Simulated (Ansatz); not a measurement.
Consider Y in the hcp (Mg type) structure (space group P6_3/mmc, No. 194; a = 3.599 Å, c = 5.587 Å).

Structures relaxed with DFT with PBEsol, PAW potentials and a 420 eV plane-wave cutoff in Ansatz (a program for electronic structure), scalar-relativistic without spin-orbit coupling.

Base:

Simulated powder pattern, Cu Kα1, λ = 1.54056 Å (kinematic, ideal powder, no thermal factors, no anomalous dispersion; the 10 strongest lines at most, above 2 %, up to 2θ = 90°):

```tsv
2θ (°)	I/Imax (%)	hkl
28.61	24	(100)
32.01	24	(002)
32.87	100	(101)
43.46	15	(102)
50.68	19	(110)
57.61	20	(103)
61.21	22	(112)
61.74	16	(201)
83.85	14	(211)
88.55	8.1	(114)
```

Perturbation: cell and atoms relaxed at a pressure of 4.5 GPa.

### Question
Predict the new powder pattern.

### Answer

Simulated powder pattern, Cu Kα1, λ = 1.54056 Å (kinematic, ideal powder, no thermal factors, no anomalous dispersion; the 10 strongest lines at most, above 2 %, up to 2θ = 90°):

```
2θ (°)  d (Å)  I/Imax (%)    hkl
------  -----  ----------  -----
29.62   3.014          24  (100)
32.91   2.720          24  (002)
33.98   2.636         100  (101)
44.85   2.019          15  (102)
52.55   1.740          19  (110)
59.44   1.554          19  (103)
63.41   1.466          21  (112)
64.07   1.452          15  (201)
83.31   1.159         7.5  (203)
87.40   1.115          14  (211)
```

The indices refer to the base's conventional cell; one index is shown for lines that coincide.

Load acts through the strain it causes; cell and atoms are relaxed under it. Whether these cells are dynamically stable was not tested. The final runs are not spin-polarised.
